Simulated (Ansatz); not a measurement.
The starting structures come from a database of crystals and need not be the phases stable at ambient conditions.

By PBEsol, the system below comes out a metal.

A figure of merit of an interconnect metal is its ballistic conductance per area.

```yaml
crystal:
  lattice:
    - [5.56639, 0.00000, 0.00000]
    - [-2.78319, 4.82063, 0.00000]
    - [2.78319, 1.60688, 2.27247]
  atoms:
    - { symbol: Mg, position: [0.00000, 0.00000, 0.00000] }
    - { symbol: Pd, position: [0.50000, 0.50000, 0.00000] }
    - { symbol: Pd, position: [0.50000, 0.00000, 0.00000] }
    - { symbol: Pd, position: [0.00000, 0.50000, 0.00000] }
```

Space group of this cell: Pm-3m, Cu3Au type. The cell is taken as given; by PBEsol its mean pressure is -3.3 GPa.

The current flows along the normal of the first two printed cell vectors, the (111) plane of the conventional cell. No spin-orbit coupling; the value is a mean over 0.1 eV about the Fermi level.

Problem. Estimate the ballistic conductance per area that PBEsol in Ansatz (a program for electronic structure) returns for this system.

Solution. 0.99 × 10¹⁵ S/m² for both spins.
